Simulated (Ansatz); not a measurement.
The parent structure is a 24-atom supercell of Ge in the diamond structure (space group Fd-3m, No. 227) at its relaxed geometry.

```
Ge
1.0
    0.00000     5.67616     5.67616
    5.67616    -5.67616     5.67616
    5.67616     5.67616     0.00000
Ge
24
Direct
  0.33333   0.16667   0.33333
  0.33333   0.16667   0.83333
  0.50000   0.50000   0.50000
  0.50000   0.50000   0.00000
  0.66667   0.83333   0.66667
  0.66667   0.83333   0.16667
  0.83333   0.16667   0.33333
  0.83333   0.16667   0.83333
  0.00000   0.50000   0.50000
  0.00000   0.50000   0.00000
  0.16667   0.83333   0.66667
  0.16667   0.83333   0.16667
  0.50000   0.25000   0.50000
  0.50000   0.25000   0.00000
  0.66667   0.58333   0.66667
  0.66667   0.58333   0.16667
  0.83333   0.91667   0.83333
  0.83333   0.91667   0.33333
  0.00000   0.25000   0.50000
  0.00000   0.25000   0.00000
  0.16667   0.58333   0.66667
  0.16667   0.58333   0.16667
  0.33333   0.91667   0.83333
  0.33333   0.91667   0.33333
```

Calculations: PBEsol (Ansatz, a first-principles code), no SOC.

Perturbation: a neutral Li interstitial (started 2.46 Å from the nearest host atom), atoms relaxed at fixed cell, starting from a slightly rattled geometry.

Question: What happens to the final site of the added atom?

Answer: The final site of the added atom amounts to 10 Ge at 2.53–2.87 Å.

Question: How does this affect the largest displacement of a host atom from its site in the perfect cell?

Answer: The largest displacement of a host atom from its site in the perfect cell is 0.09 Å.

In so small a cell the defect repeats every few ångströms: this is an ordered compound, not a dilute defect. All final runs are without spin polarisation. The defect cell is not spin-polarised.
